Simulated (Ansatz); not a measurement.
The reference is Al$_{2}$Pt (space group Fm-3m, No. 225; a = 5.897 Å; relaxed with 0.1 eV smearing). Axes: x, y, z lie along the cube axes.

All numbers come from plane-wave PAW DFT at the PBEsol level (Ansatz, an electronic-structure program, 420 eV), no spin-orbit coupling.

Now apply this change: the cell is scaled by 0.9800 in all directions, atoms relaxed at fixed cell.

**Question.** Predict the stress tensor and what it implies for the stiffness.

**Answer.** Stress of the strained cell less that of the base (GPa, compression positive):
```
    9.6     0.0     0.0
    0.0     9.6     0.0
    0.0     0.0     9.6
```

Then B = −ΔP/(ΔV/V₀) with ΔV/V₀ = -0.0588 gives secant stiffness values (nonlinear terms included at this strain): B ≈ 163 GPa.

As a check, the harmonic strain energy −½ V₀ Δσ:ε is 31 meV/atom; the computed energy rise is 29 meV/atom.

Stability against distortions was not tested. The final runs are not spin-polarised.
